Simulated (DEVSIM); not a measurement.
System: illuminated Si p-on-n cell, one wavelength, at 300 K.

```tsv
layer (left to right)	material	thickness (μm)	Nd (cm⁻³)	Na (cm⁻³)	τn (s)	τp (s)	absorption coefficient (cm⁻¹)
1	Si	0.0580	-	1.9e18	3.6e-7	9.2e-8	190
2	Si	240	6.2e16	-	3.3e-6	3.3e-6	190
```

Left contact: ohmic, minority electron recombination velocity 60000 cm/s. Right contact: ohmic, minority hole recombination velocity 10 cm/s. Voltage is applied to the left contact. Recombination: SRH at mid-gap, radiative, Auger. Light enters at the left, 5.4e17 photons cm⁻² s⁻¹, one pass, no reflection. Mobility is μmin + (μ − μmin)/(1 + (N/Nref)^α).

The device is made up for the run: typed textbook-type constants, with dimensions and the other settings drawn at random. Values at 300 K; Nc and Nv go as T^1.5, mobilities as T to minus their exponent, the gap by Varshni's rule with the affinity fixed.

```
parameter               Si
----------------  --------
gap (eV)             1.124
affinity (eV)         4.05
permittivity          11.7
Nc (cm⁻³)          2.86e19
Nv (cm⁻³)           3.1e19
μn (cm²/Vs)           1417
μp (cm²/Vs)            470
μn,min                  52
μp,min                  45
Nref,n              9.7e16
Nref,p              2.2e17
αn                    0.68
αp                    0.72
T exponent of μn       2.3
T exponent of μp       2.2
B (cm³/s)          4.7e-15
Cn (cm⁶/s)         2.8e-31
Cp (cm⁶/s)         9.9e-32
Varshni α (eV/K)  0.000473
Varshni β (K)          636
```

Model (solved in DEVSIM): 1D drift-diffusion, Boltzmann statistics, complete ionisation; no tunnelling, impact ionisation, image-force lowering or self-heating.

Base results: dark forward voltage at 100 A/cm² (V) 0.983; fill factor 0.83; open-circuit voltage (V) 0.632; dark forward voltage at 1 A/cm² (V) 0.717.

**Question.** What follows from this one change: recombination velocity at the left contact 60000 → 10 cm/s?

**Answer.** dark forward voltage at 100 A/cm² 0.983 → 0.964 V; fill factor little changed (0.84); open-circuit voltage 0.632 → 0.652 V; dark forward voltage at 1 A/cm² 0.717 → 0.737 V.

**Question.** What follows from this one change: temperature 300 → 250 K?

**Answer.** dark forward voltage at 100 A/cm² 0.983 → 1.002 V; fill factor 0.83 → 0.87; open-circuit voltage 0.632 → 0.738 V; dark forward voltage at 1 A/cm² 0.717 → 0.807 V.

**Question.** What follows from this one change: minority lifetime in layer 2 3.3e-06 → 3.3e-05 s?

**Answer.** dark forward voltage at 100 A/cm² 0.983 → 0.927 V; fill factor little changed (0.84); open-circuit voltage 0.632 → 0.654 V; dark forward voltage at 1 A/cm² 0.717 → 0.727 V.

**Question.** What follows from this one change: recombination velocity at the right contact 10 → 10000 cm/s?

**Answer.** dark forward voltage at 100 A/cm² 0.983 → 1.001 V; fill factor little changed (0.83); open-circuit voltage little changed (0.632 V); dark forward voltage at 1 A/cm² little changed (0.717 V).

**Question.** What follows from this one change: constant mobility in place of the doping-dependent one?

**Answer.** dark forward voltage at 100 A/cm² 0.983 → 0.923 V; fill factor little changed (0.83); open-circuit voltage little changed (0.632 V); dark forward voltage at 1 A/cm² little changed (0.713 V).
